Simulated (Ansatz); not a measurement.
## Al2Au, pressure series

The parent structure is Al2Au (space group Fm-3m, No. 225; a = 6.002 Å).

Cell and atoms are relaxed at each pressure.

The values are results of Kohn–Sham DFT with the PBEsol functional, run in Ansatz (a first-principles code) with PAW and 420 eV plane waves, without spin-orbit coupling, not measurements.

```
pressure (GPa)  volume per atom (Å³/atom)
--------------  -------------------------
-2                                 18.351
-1                                 18.182
0                                  18.022
0.3                                17.975
0.7                                     ?
1.5                                17.797
5                                  17.325
7.5                                17.027
10                                 16.754
```

Q: Fit the third-order Birch–Murnaghan form P(V) = (3B₀/2)[(V₀/V)^(7/3) − (V₀/V)^(5/3)]·[1 + (3/4)(B₀′ − 4)((V₀/V)^(2/3) − 1)] (squares taken in P) to the rows shown and predict the withheld row.

A: Least squares on the printed values gives V₀ = 18.022 Å³/atom, B₀ = 116 GPa, B₀′ = 4.7; this predicts 17.915 Å³/atom, and the run gives 17.915 Å³/atom, in agreement.

Load acts through the strain it causes; cell and atoms are relaxed under it. Stability against distortions was not tested. Competing high-pressure phases were not computed.
